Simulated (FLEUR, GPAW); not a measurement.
A FLEUR input for a self-consistent single point of SiSbPt5 (P4/mmm, 7 atoms in the cell) (DFT, LDA (Perdew-Zunger), all-electron FLAPW (FLEUR), scalar-relativistic valence):

Input of the input generator:

```
SiSbPt5 FLAPW
&input film=f /
7.5520636899 0.0000000000 0.0000000000
0.0000000000 7.5520636899 0.0000000000
0.0000000000 0.0000000000 13.7441481798
1.0
1.0 1.0 1.0

7
14 0.0000000000 0.0000000000 0.5000000000
51 0.5000000000 0.5000000000 0.0000000000
78 0.0000000000 0.5000000000 0.3004000000
78 0.0000000000 0.5000000000 0.6996000000
78 0.5000000000 0.0000000000 0.3004000000
78 0.5000000000 0.0000000000 0.6996000000
78 0.0000000000 0.0000000000 0.0000000000

&comp jspins=1 /
&exco xctyp='pz' /
&kpt div1=6 div2=6 div3=3 gamma=t /
&end /
```

```xml
<?xml version="1.0" encoding="UTF-8" standalone="no"?>
<fleurInput fleurInputVersion="0.39">
   <comment>
      SiSbPt5 FLAPW                                                                                       
   </comment>
   <calculationSetup>
      <cutoffs Kmax="4.7" Gmax="18.8" GmaxXC="18.8" numbands="0"/>
      <scfLoop itmax="80" minDistance="0.00001" maxIterBroyd="25" imix="Anderson" alpha="0.05" precondParam="0.0" spinf="2.0"/>
      <coreElectrons ctail="T" frcor="F" kcrel="0" coretail_lmax="0"/>
      <xcFunctional name="pz" relativisticCorrections="F"/>
      <magnetism jspins="1"/>
      <soc l_soc="F" theta="0.0" phi="0.0" spav="F"/>
      <expertModes spex="0" secvar="F"/>
      <geometryOptimization l_f="T" forcealpha="1.0" forcemix="BFGS" epsdisp="0.00001" epsforce="0.00001"/>
      <ldaU l_linMix="F" mixParam="0.05" spinf="1.0"/>
   </calculationSetup>
   <cell>
      <bzIntegration valenceElectrons="99.0" mode="gauss" fermiSmearingEnergy="0.00367493">
         <kPointListSelection listName="default-1"/>
         <!-- k-points included here -->
         <xi:include xmlns:xi="http://www.w3.org/2001/XInclude" href="kpts.xml"> </xi:include>
      </bzIntegration>
      <!-- symmetry operations included here -->
      <xi:include xmlns:xi="http://www.w3.org/2001/XInclude" href="sym.xml"> </xi:include>
      <bulkLattice scale="1.0">
         <bravaisMatrix>
            <row-1>    7.5520636898999998     0.0000000000000000     0.0000000000000000</row-1>
            <row-2>    0.0000000000000000     7.5520636898999998     0.0000000000000000</row-2>
            <row-3>    0.0000000000000000     0.0000000000000000    13.7441481797999998</row-3>
         </bravaisMatrix>
      </bulkLattice>
   </cell>
   <atomSpecies>
      <species name="Silicon (Si)" element="Si" atomicNumber="14">
         <mtSphere radius="1.69" gridPoints="595" logIncrement="0.019"/>
         <atomicCutoffs lmax="8" lnonsphr="6"/>
         <electronConfig flipSpins="F">
            <coreConfig>(1s1/2) (2s1/2) (2p1/2) (2p3/2)</coreConfig>
            <valenceConfig>(3s1/2) (3p1/2) (3p3/2)</valenceConfig>
            <stateOccupation state="(3p1/2)" spinUp="0.3333333333333" spinDown="0.3333333333333"/>
            <stateOccupation state="(3p3/2)" spinUp="0.6666666666667" spinDown="0.6666666666667"/>
         </electronConfig>
         <energyParameters s="3" p="3" d="3" f="4"/>
      </species>
      <species name="Antimony (Sb)" element="Sb" atomicNumber="51">
         <mtSphere radius="2.30" gridPoints="811" logIncrement="0.016"/>
         <atomicCutoffs lmax="10" lnonsphr="8"/>
         <electronConfig flipSpins="F">
            <coreConfig>(1s1/2) (2s1/2) (2p1/2) (2p3/2) (3s1/2) (3p1/2) (3p3/2) (4s1/2) (3d3/2) (3d5/2) (4p1/2) (4p3/2)</coreConfig>
            <valenceConfig>(5s1/2) (4d3/2) (4d5/2) (5p1/2) (5p3/2)</valenceConfig>
            <stateOccupation state="(5p1/2)" spinUp="0.5" spinDown="0.5"/>
            <stateOccupation state="(5p3/2)" spinUp="1.0" spinDown="1.0"/>
         </electronConfig>
         <energyParameters s="5" p="5" d="5" f="4"/>
         <lo type="SCLO" l="2" n="4" eDeriv="0"/>
      </species>
      <species name="Platinum (Pt)" element="Pt" atomicNumber="78">
         <mtSphere radius="2.44" gridPoints="859" logIncrement="0.016"/>
         <atomicCutoffs lmax="10" lnonsphr="8"/>
         <electronConfig flipSpins="F">
            <coreConfig>(1s1/2) (2s1/2) (2p1/2) (2p3/2) (3s1/2) (3p1/2) (3p3/2) (4s1/2) (3d3/2) (3d5/2) (4p1/2) (4p3/2) (5s1/2) (4d3/2) (4d5/2) (4f5/2) (4f7/2)</coreConfig>
            <valenceConfig>(5p1/2) (5p3/2) (6s1/2) (5d3/2) (5d5/2)</valenceConfig>
            <stateOccupation state="(6s1/2)" spinUp="0.5" spinDown="0.5"/>
            <stateOccupation state="(5d3/2)" spinUp="1.8" spinDown="1.8"/>
            <stateOccupation state="(5d5/2)" spinUp="2.7" spinDown="2.7"/>
         </electronConfig>
         <energyParameters s="6" p="6" d="5" f="5"/>
         <lo type="SCLO" l="1" n="5" eDeriv="0"/>
      </species>
   </atomSpecies>
   <atomGroups>
      <atomGroup species="Silicon (Si)">
         <relPos label="                   1">.0000000000 .0000000000 1.000/2.000</relPos>
         <force calculate="T" relaxXYZ="TTT"/>
      </atomGroup>
      <atomGroup species="Antimony (Sb)">
         <relPos label="                   2">1.000/2.000 1.000/2.000 .0000000000</relPos>
         <force calculate="T" relaxXYZ="TTT"/>
      </atomGroup>
      <atomGroup species="Platinum (Pt)">
         <relPos label="                   3">.0000000000 1.000/2.000 .3004000000</relPos>
         <relPos label="                   4">.0000000000 1.000/2.000 -.3004000000</relPos>
         <relPos label="                   5">1.000/2.000 .0000000000 .3004000000</relPos>
         <relPos label="                   6">1.000/2.000 .0000000000 -.3004000000</relPos>
         <force calculate="T" relaxXYZ="TTT"/>
      </atomGroup>
      <atomGroup species="Platinum (Pt)">
         <relPos label="                   7">.0000000000 .0000000000 .0000000000</relPos>
         <force calculate="T" relaxXYZ="TTT"/>
      </atomGroup>
   </atomGroups>
   <output dos="F" band="F" slice="F">
      <checks vchk="F" cdinf="F"/>
      <bandDOS minEnergy="-.5*Htr" maxEnergy="0.5*Htr" sigma="0.015" storeEVData="T"/>
      <vacuumDOS vacdos="F" integ="F" star="F" nstars="0" locx1="0.0" locy1="0.0" locx2="0.0" locy2="0.0" nstm="0" tworkf="0.0"/>
      <unfoldingBand unfoldBand="F" supercellX="1" supercellY="1" supercellZ="1"/>
      <plotting iplot="0" polar="F">
         <plot TwoD="T" vec1="  1.0  0.0  0.0" vec2="  0.0  1.0  0.0" vec3="  0.0  0.0  1.0" zero="  0.0  0.0  0.0" file="plot"/>
      </plotting>
      <chargeDensitySlicing numkpt="0" minEigenval="0.0" maxEigenval="0.0" nnne="0" pallst="F"/>
      <specialOutput eonly="F"/>
      <magneticCircularDichroism mcd="F" energyLo="-10.0" energyUp="0.0"/>
   </output>
  <!-- We include the file relax.xml here to enable relaxations (see documentation) -->
  <xi:include xmlns:xi="http://www.w3.org/2001/XInclude" href="relax.xml"> <xi:fallback/> </xi:include>
</fleurInput>
```

Translate this input to GPAW.

This is the input that was run; spellings and numerical settings could be chosen otherwise.

```python
from ase import Atoms
from ase.units import GPa
from gpaw import GPAW

atoms = Atoms(['Si', 'Sb', 'Pt', 'Pt', 'Pt', 'Pt', 'Pt'],
              cell=[[3.996380, 0.000000, 0.000000],
                    [0.000000, 3.996380, 0.000000],
                    [0.000000, 0.000000, 7.273090]],
              scaled_positions=[[0.000000, 0.000000, 0.500000],
                                [0.500000, 0.500000, 0.000000],
                                [0.000000, 0.500000, 0.300400],
                                [0.000000, 0.500000, 0.699600],
                                [0.500000, 0.000000, 0.300400],
                                [0.500000, 0.000000, 0.699600],
                                [0.000000, 0.000000, 0.000000]],
              pbc=True)

calc = GPAW(mode={'name': 'pw', 'ecut': 600},
            xc='LDA',
            kpts={'size': (6, 6, 3), 'gamma': True},
            occupations={'name': 'methfessel-paxton', 'width': 0.1, 'order': 0},
            nbands=-13,
            convergence={'density': 1e-05},
            symmetry={'symmorphic': False, 'tolerance': 0.0005},
            maxiter=120,
            txt='-')

atoms.calc = calc

energy = atoms.get_potential_energy()
print('Energy (eV):', round(energy, 6))
forces = atoms.get_forces()
print('Forces (eV/Ang):')
print(forces.round(5))
stress = atoms.get_stress()
print('Stress (GPa, Voigt):', (stress / GPa).round(4))
```

Basis, cutoffs, solver keys and any potentials are the target program's own. This input uses DFT LDA (Perdew-Wang 92), plane waves, GPAW PAW datasets LDA (gpaw-data 1.0.1). LDA parametrisations can differ slightly between programs.

The starting cell comes from a database of computed structures (which also holds hypothetical and non-ambient phases and stackings), without a prior relaxation at this level.
